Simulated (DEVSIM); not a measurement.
Device: Si p-n junction from an implanted or diffused profile, at 300 K.

```tsv
layer (left to right)	material	thickness (μm)	Nd (cm⁻³)	τn (s)	τp (s)
1	Si	120	5.2e14	7.3e-7	7.3e-7
```

Added acceptor profile: 1.1e19 cm⁻³ × exp(−(x − 0 μm)²/(2·(0.23 μm)²)). Left contact: ohmic. Right contact: ohmic. Voltage is applied to the left contact. Recombination: SRH at mid-gap, radiative, Auger. Mobility is μmin + (μ − μmin)/(1 + (N/Nref)^α).

The device is made up for the run: typed textbook-type constants, with dimensions and the other settings drawn at random. Values at 300 K; Nc and Nv go as T^1.5, mobilities as T to minus their exponent, the gap by Varshni's rule with the affinity fixed.

```
parameter               Si
----------------  --------
gap (eV)             1.124
affinity (eV)         4.05
permittivity          11.7
Nc (cm⁻³)          2.86e19
Nv (cm⁻³)           3.1e19
μn (cm²/Vs)           1417
μp (cm²/Vs)            470
μn,min                  52
μp,min                  45
Nref,n              9.7e16
Nref,p              2.2e17
αn                    0.68
αp                    0.72
T exponent of μn       2.3
T exponent of μp       2.2
B (cm³/s)          4.7e-15
Cn (cm⁶/s)         2.8e-31
Cp (cm⁶/s)         9.9e-32
Varshni α (eV/K)  0.000473
Varshni β (K)          636
```

DEVSIM, 1D drift-diffusion, Boltzmann statistics, complete ionisation; no tunnelling, impact ionisation, image-force lowering or self-heating.

The temperature was swept, all else fixed.

```json
[
 {"temperature (K)": "250", "dark forward voltage at 1 A/cm² (V)": "0.747", "potential step across the device at zero bias (V)": "0.890", "dark forward voltage at 100 A/cm² (V)": "1.050"},
 {"temperature (K)": "300", "dark forward voltage at 1 A/cm² (V)": "0.658", "potential step across the device at zero bias (V)": "0.815", "dark forward voltage at 100 A/cm² (V)": "1.073"},
 {"temperature (K)": "350", "dark forward voltage at 1 A/cm² (V)": "(withheld)", "potential step across the device at zero bias (V)": "0.736", "dark forward voltage at 100 A/cm² (V)": "(withheld)"},
 {"temperature (K)": "400", "dark forward voltage at 1 A/cm² (V)": "0.484", "potential step across the device at zero bias (V)": "0.655", "dark forward voltage at 100 A/cm² (V)": "1.205"},
 {"temperature (K)": "450", "dark forward voltage at 1 A/cm² (V)": "0.399", "potential step across the device at zero bias (V)": "0.571", "dark forward voltage at 100 A/cm² (V)": "1.326"},
 {"temperature (K)": "500", "dark forward voltage at 1 A/cm² (V)": "0.298", "potential step across the device at zero bias (V)": "0.493", "dark forward voltage at 100 A/cm² (V)": "1.465"}
]
```

Task: Complete the blanks.

Result: 
- 350, dark forward voltage at 1 A/cm² (V): 0.570
- 350, dark forward voltage at 100 A/cm² (V): 1.123
